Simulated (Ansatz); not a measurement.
Base system: ZnO in the wurtzite structure (space group P6_3mc, No. 186; a = 3.280 Å, c = 5.293 Å).

(Cell as relaxed with PBE.)

Levels (all Ansatz, a first-principles code, PAW): PBE (420 eV, no spin-orbit coupling); r2SCAN (500 eV, scalar-relativistic without spin-orbit coupling).

Each level relaxes its own structure.

```
base                      PBE    r2SCAN
-------------------  --------  --------
volume per atom      12.33 Å³  11.81 Å³
lattice parameter a   3.280 Å   3.235 Å
band gap              0.74 eV   1.24 eV
```

One thing is altered: every lattice vector is stretched by 1.20 %, atoms relaxed at fixed cell.

| quantity | PBE | r2SCAN |
|---|---|---|
| valence-band top at Γ (three highest levels, from the VBM) | 0.00, 0.00, -0.07 eV | (withheld) |
| pressure (mean of the normal stresses, compression positive) | -4.26 GPa | (withheld) |
| band gap | 0.69 eV | (withheld) |

Question: What does r2SCAN give?

Answer: 
- valence-band top at Γ (three highest levels, from the VBM), r2SCAN: 0.00, 0.00, -0.08 eV
- pressure (mean of the normal stresses, compression positive), r2SCAN: -4.96 GPa
- band gap, r2SCAN: 1.18 eV

PBE's pressure lies 0.70 GPa above r2SCAN's; PBE's band gap lies 0.49 eV below r2SCAN's. Neither level is exact; r2SCAN is the comparison here, not a measurement.

The cells carry an imposed strain or load. Stability against distortions was not tested.
